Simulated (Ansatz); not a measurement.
The parent structure is YN in the rock salt structure (space group Fm-3m, No. 225; a = 4.8562 Å).

Method: Kohn–Sham DFT with the PBEsol functional, run in Ansatz (a quantum-chemistry and plane-wave program) with PAW and 420 eV plane waves, scalar-relativistic without spin-orbit coupling.

One change was made to it. Results:

```json
[
 {"quantity": "band gap", "base": "0.08 eV", "after": "zero"},
 {"quantity": "volume per atom", "base": "14.31 Å³", "after": "14.07 Å³"}
]
```

Which change produced these results?
A. pressure 75 GPa
B. pressure 3 GPa
C. pressure −1 GPa
D. pressure 7 GPa

B, pressure 3 GPa. For comparison, the band gap in the other runs: pressure 75 GPa gives zero; pressure 7 GPa gives zero; pressure −1 GPa gives 0.09 eV.

A case with no gap was solved on a k-mesh chosen for an insulator, which is coarse for it. Load acts through the strain it causes; cell and atoms are relaxed under it. No phonon test of stability was made. No other phases were tried under pressure. All final runs are without spin polarisation. Gaps under 0.05 eV, about the width of the smearing, are given as zero. A zero or small gap of YN can be the functional's error rather than a property of the material.
